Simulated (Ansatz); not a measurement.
What uniaxial strain ε_xx = −1.12 % does to Ni2Si

The parent structure is Ni2Si (space group Pnma, No. 62; a = 5.020 Å, b = 3.731 Å, c = 7.077 Å; non-magnetic). Axes: x, y, z lie along a, b, c of the conventional cell.

Modification: the cell is compressed by 1.12 % along x with no lateral relaxation, atoms relaxed at fixed cell.

Calculations: PBE (Ansatz, a first-principles code; PAW; 420 eV plane waves; without spin-orbit coupling). k-mesh 8×10×6 (Γ-centred); smearing 0.05 eV (Fermi–Dirac).

| quantity | base | changed | shift |
|---|---|---|---|
| space group | Pnma (No. 62) | Pnma (No. 62) | – |
| shortest interatomic distance | 2.311 Å | 2.313 Å | +0.002 Å |
| energy relative to the base (free energy F) | 0 meV/atom | +1.0 meV/atom | +1.0 meV/atom |
| pressure (mean of the normal stresses, compression positive) | 0.0 GPa | 2.0 GPa | +2.0 GPa |
| band gap | zero | zero | – |
| largest internal atomic displacement | – | 0.015 Å | – |
| stress (xx, yy, zz, yz, xz, xy; compression positive) (rough) | – | (2.6, 1.7, 1.6, 0.0, 0.0, 0.0) GPa | – |

Final structure:

```xyz
12
Lattice="4.9636 0.0000 0.0000 0.0000 3.7313 0.0000 0.0000 0.0000 7.0766" Properties=species:S:1:pos:R:3 pbc="T T T"
Ni     2.6896     0.9328     5.6222
Ni     0.2078     0.9328     4.9928
Ni     2.2740     2.7985     1.4544
Ni     4.7558     2.7985     2.0839
Ni     0.8478     0.9328     0.4247
Ni     3.3296     0.9328     3.1136
Ni     4.1159     2.7985     6.6519
Ni     1.6340     2.7985     3.9630
Si     3.5240     0.9328     0.8090
Si     1.0422     0.9328     2.7293
Si     1.4396     2.7985     6.2676
Si     3.9214     2.7985     4.3473
```

Cost of the whole job for the changed cell (relaxation, final SCF and bands): about 11 core-minutes (a rough figure).

Without a gap, meshes like the base's 8×10×6 leave anisotropic stresses uncertain by several tenths of a GPa, and small strain energies with them. Whether these cells are dynamically stable was not tested. Starting moments died away, wholly or in part, for the base; another magnetic solution may exist. The final runs are not spin-polarised.
